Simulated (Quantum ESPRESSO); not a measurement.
A self-consistent single point of HgTe (R3m, 2 atoms in the cell) with Quantum ESPRESSO.

Method: PBEsol, GBRV 1.5 ultrasoft (PBESOL) pseudopotentials (plane waves; Quantum ESPRESSO).

```yaml
crystal:
  lattice:
    - [0.00000, 3.21385, 3.21385]
    - [3.21385, 0.00000, 3.21385]
    - [3.21385, 3.21385, 0.00000]
  atoms:
    - { symbol: Hg, position: [0.00449, 0.00449, 0.00449] }
    - { symbol: Te, position: [0.25000, 0.25000, 0.25000] }
```

Reference input (self-consistent single point, DFT, PBEsol, plane waves, GBRV 1.5 ultrasoft (PBESOL) pseudopotentials): ecutwfc = 40 Ry; ecutrho = 200 Ry; occupations = smearing; smearing = fd; degauss = 0.000734986 Ry; potentials = {Hg: hg_pbesol_v1.uspp.F.UPF, Te: te_pbesol_v1.uspp.F.UPF}; K_POINTS = automatic 6 6 6 0 0 0; conv_thr = 1e-10 Ry; mixing_beta = 0.7. This run's input differs from it in these lines:

```diff
@@ -16,3 +16,3 @@
  smearing = 'fd',
- degauss = 0.000734986,
+ degauss = 0.02205,
 /
@@ -29,3 +29,3 @@
 K_POINTS automatic
-6 6 6  0 0 0
+10 10 10  0 0 0
 CELL_PARAMETERS angstrom
```

Output (repeated stretches shortened):

```
     Self-consistent Calculation

     iteration #  1     ecut=    40.00 Ry     beta= 0.70

     Threshold (ethr) on eigenvalues was too large:
     Diagonalizing with lowered threshold

     total energy              =    -133.95551553 Ry
     estimated scf accuracy    <       0.04963931 Ry

     iteration #  2     ecut=    40.00 Ry     beta= 0.70

     total energy              =    -133.96660714 Ry
     estimated scf accuracy    <       0.04379915 Ry

     iteration #  3     ecut=    40.00 Ry     beta= 0.70

     total energy              =    -133.97631342 Ry
     estimated scf accuracy    <       0.00044966 Ry

   [... 4 blocks of this kind left out ...]

     iteration #  8     ecut=    40.00 Ry     beta= 0.70

     total energy              =    -133.97642815 Ry
     estimated scf accuracy    <          2.0E-09 Ry

     iteration #  9     ecut=    40.00 Ry     beta= 0.70
     End of self-consistent calculation

     Number of k-points >= 100: set verbosity='high' to print the bands.

     the Fermi energy is     6.5359 ev

!    total energy              =    -133.97642815 Ry
     estimated scf accuracy    <          2.2E-11 Ry
     smearing contrib. (-TS)   =      -0.00636052 Ry
     internal energy E=F+TS    =    -133.97006763 Ry

     convergence has been achieved in   9 iterations

     Forces acting on atoms (cartesian axes, Ry/au):

     atom    1 type  1   force =    -0.00553051   -0.00553051   -0.00553051
     atom    2 type  2   force =     0.00553051    0.00553051    0.00553051

     Total force =     0.013547     Total SCF correction =     0.000001

          total   stress  (Ry/bohr**3)                   (kbar)     P=       24.28
   0.00016504   0.00003730   0.00003730           24.28        5.49        5.49
   0.00003730   0.00016504   0.00003730            5.49       24.28        5.49
   0.00003730   0.00003730   0.00016504            5.49        5.49       24.28

   JOB DONE.
```

The run converged in 9 iterations. Against the reference run the free energy drops by 19.5 meV/atom, the pressure hardly changes (2.33 to 2.43 GPa) and the largest force moves little (0.243 to 0.246 eV/Å).

The starting cell has typed, rounded lattice constants, without a prior relaxation at this level. Its lattice was rescaled by up to half a per cent. One atom was moved a little off its site on purpose. The run gives no clean gap (levels at the Fermi energy touch, overlap or are partly filled at this smearing), which alone does not show that the compound is a metal.

Cost on one core of a shared machine: roughly 30 s.
